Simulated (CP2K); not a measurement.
Worked example: self-consistent single point of HgS (F-43m, 2 atoms in the cell) in CP2K.

Method of the run: CP2K with LDA (Pade form), GPW, DZVP-MOLOPT-SR-GTH basis, GTH-PADE potentials (GTH_POTENTIALS).

```xyz
2
Lattice="4.1346 0.0000 0.0000 2.0673 3.5807 0.0000 2.0673 1.1936 3.3759" Properties=species:S:1:pos:R:3 pbc="T T T"
Hg     0.0000     0.0000     0.0000
S      2.0673     1.1936     0.8440
```

Reference input (self-consistent single point, DFT PBE, GPW, DZVP-MOLOPT-SR-GTH basis, GTH-PBE potentials (GTH_POTENTIALS)): CUTOFF = 500 Ry; REL_CUTOFF = 50 Ry; SMEAR/METHOD = FERMI_DIRAC; ELECTRONIC_TEMPERATURE = 580.23 K; KPOINTS/SCHEME = MONKHORST-PACK 13 13 13; XC_FUNCTIONAL = PBE; Hg/BASIS_SET = DZVP-MOLOPT-SR-GTH; Hg/POTENTIAL = GTH-PBE-q12; S/BASIS_SET = DZVP-MOLOPT-SR-GTH; S/POTENTIAL = GTH-PBE-q6; METHOD = GPW; EPS_DEFAULT = 1e-10. This run's input differs from it in these lines:

```diff
@@ -43,3 +43,3 @@
     &XC
-      &XC_FUNCTIONAL PBE
+      &XC_FUNCTIONAL PADE
       &END XC_FUNCTIONAL
@@ -74,3 +74,3 @@
       BASIS_SET DZVP-MOLOPT-SR-GTH
-      POTENTIAL GTH-PBE-q12
+      POTENTIAL GTH-PADE-q12
     &END KIND
@@ -78,3 +78,3 @@
       BASIS_SET DZVP-MOLOPT-SR-GTH
-      POTENTIAL GTH-PBE-q6
+      POTENTIAL GTH-PADE-q6
     &END KIND
```

Log, with long lists cut:

```
 SCF WAVEFUNCTION OPTIMIZATION

  Step     Update method      Time    Convergence         Total energy    Change
     1 NoMix/Diag. 0.20E+00      -     1.18853175       -51.5361171670 -5.15E+01
     2 Broy./Diag. 0.20E+00      -     0.03885214       -51.9168458869 -3.81E-01
     3 Broy./Diag. 0.20E+00      -     0.10409562       -51.6543081368  2.63E-01
     4 Broy./Diag. 0.20E+00      -     0.00889006       -51.4576303714  1.97E-01
     5 Broy./Diag. 0.20E+00      -     0.00996413       -51.4186931633  3.89E-02
     6 Broy./Diag. 0.20E+00      -     0.00136289       -51.4144752205  4.22E-03
   [... 6 lines left out ...]
    13 Broy./Diag. 0.20E+00      -     0.00000211       -51.4177933427 -8.23E-06
    14 Broy./Diag. 0.20E+00      -     0.00000020       -51.4177984976 -5.15E-06
    15 Broy./Diag. 0.20E+00      -     0.00000010       -51.4177986549 -1.57E-07
    16 Broy./Diag. 0.20E+00      -     4.8025E-09       -51.4177985107  1.44E-07
  *** SCF run converged in    16 steps ***

  Overlap energy of the core charge distribution:               0.00000000084345
  Self energy of the core charge distribution:                -95.44560623928210
  Core Hamiltonian energy:                                     27.10528952605880
  Hartree energy:                                              25.01549429320260
  Exchange-correlation energy:                                 -8.09296775627584
  Electronic entropic energy:                                  -0.00000833525831
  Fermi energy:                                                 0.15829797163157

  Total energy:                                               -51.41779851071161
  Total energy (extrapolated to T->0):                        -51.41779434308245

                     Mulliken Population Analysis

   [... lines left out ...]

 STRESS| Analytical stress tensor [bar]
 STRESS|                        x                   y                   z
 STRESS|      x       -5.16096046298E+03   1.26228568394E-02   8.97317106548E-03
 STRESS|      y        1.26228568394E-02  -5.15992439736E+03   1.65753772651E-01
 STRESS|      z        8.97317106548E-03   1.65753772651E-01  -5.16116948666E+03
 STRESS| 1/3 Trace                                            -5.16068478233E+03
```

The run converged in 16 iterations. Against the reference run the pressure goes from 5.24 to -0.52 GPa.

The starting cell comes from a database of computed structures (which also holds hypothetical and non-ambient phases and stackings), without a prior relaxation at this level. Its lattice was rescaled by a random factor within 2.5 % of one. Values carry the incompleteness of an atom-centred basis. The run gives no clean gap (levels at the Fermi energy touch, overlap or are partly filled at this smearing), which alone does not show that the compound is a metal.

Cost on one core of a shared machine: roughly 2 min.
